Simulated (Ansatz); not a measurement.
An Ansatz (a first-principles code) run: Mg; PBE (Ansatz, PAW, no spin-orbit coupling), earlier PAW set.

Input:

Ansatz 0.2 input:
```yaml
crystal:
  lattice:
    - [3.1861641255, 0, 0]
    - [-1.5930820628, 2.7592990733, 0]
    - [0, 0, 5.2234923269]
  atoms:
    - { symbol: Mg, position: [0.3333333333, 0.6666666667, 0.75] }
    - { symbol: Mg, position: [0.6666666667, 0.3333333333, 0.25] }
basis: { ecutwfc: 420, ecutrho_ratio: 4, xc_grid: 2, fft_grid_basis: typed }
kpoints: { mp_grid: { grid: [17, 17, 9] } }
hamiltonian:
  xc: pbe
  dispersion: none
  pseudopotentials: { azcp: { folder: ./paw }, kind: paw }
scf: { occupations: { method: fermi_dirac, width: 0.05 }, convergence: { dr2_threshold: 0.0000000002 } }
output: { forces: true, stress: true }
```

Output (explanatory and most iteration lines left out):

```
Pseudopotential: Mg, paw, valence charge 10
Crystal: 2 atoms, lattice volume = 45.923 Å³
Basis set: ecut = 420 eV, 893 PW (Γ), exchange–correlation on 48×48×72 points (8 copies of the dense FFT grid, shifted against one another)
Bands: 14, of which v1, the nominal top of the filled ones, is band 10 counted from 1 (9 counted from 0)
Symmetry: 24 space group operations
Space group: P63/mmc (ITA 194), of the structure as read, at distance tolerance 3.6e-5 Å
k-points: 165 of 2601
Functional: x = pbe(κ = 0.804, μ = 0.2195149727645171), c = pbe(β = 0.06672455060314922)
SCF iter   1: F=—  HF=-3847.620969 eV  |F-HF|=—  |Δ(HF+E_count)|=         —  Δρ=1.32e-2  dr2=1.08e-1  ethr=3.10e-3  ⟨swp⟩=6.0  Hψ=12414  notcnv=0
SCF iter   2: F=—  HF=-3847.620539 eV  |F-HF|=—  |Δ(HF+E_count)|=   4.30e-4  Δρ=9.52e-3  dr2=5.69e-2  ethr=5.38e-4  ⟨swp⟩=2.0  Hψ=4227  notcnv=0
SCF 1 converged in 7 iterations: F = -3847.609783 eV  dr2 = 8.12e-14
SCF converged after 7 iterations
Free energy (F): -3847.609783 eV
Internal energy: -3847.604333 eV  (E = F + TS)
E sigma→0 (E₀):  -3847.607058 eV
Entropy (-TS):   -0.005451 eV (-2.725 meV/atom)
Fermi energy:    5.632708 eV
--- Forces (eV/Å), atoms counted from 1 ---
  atom   1  Mg     0.00000000    -0.00000000     0.00000000
  atom   2  Mg     0.00000000     0.00000000    -0.00000000
--- Stress (GPa, compression-positive) ---
        0.003216      -0.000000       0.000000
       -0.000000       0.003216       0.000000
        0.000000       0.000000       0.003218
  P = ⅓ Tr σ = 0.0032 GPa (0.032 kbar)
```

Whether these cells are dynamically stable was not tested. The cell is Mg in the hcp (Mg type) structure (space group P6_3/mmc, No. 194).
